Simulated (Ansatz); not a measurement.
**CuF (model structure, Pm-3m, No. 221, 2 atoms in the cell): properties by level of theory**

| level (code) | lattice constant a (Å) | cohesive energy (eV/atom) |
|---|---|---|
| PBE (Ansatz) | (withheld) | 3.04 |
| PBEsol (Ansatz) | 2.730 | 3.39 |
| r²SCAN+rVV10 (Ansatz) | (withheld) | 3.43 |

Task: Complete the blanks.

Result: 
- PBE (Ansatz, a first-principles code), lattice constant a (Å): 2.794
- r²SCAN+rVV10 (Ansatz), lattice constant a (Å): 2.724

Ansatz's density-functional and Hartree–Fock values are scalar-relativistic unless marked +SOC, with PAW data made under PBE.

Free atoms are spin-polarised, in the lowest state found; at levels without +SOC their spin–orbit coupling is left out.

Static lattice: no zero-point or thermal effects.

A model structure was made by putting elements into a prototype or built by hand; it is no filed structure, need not be a known phase, and can be a saddle point held by its symmetry.
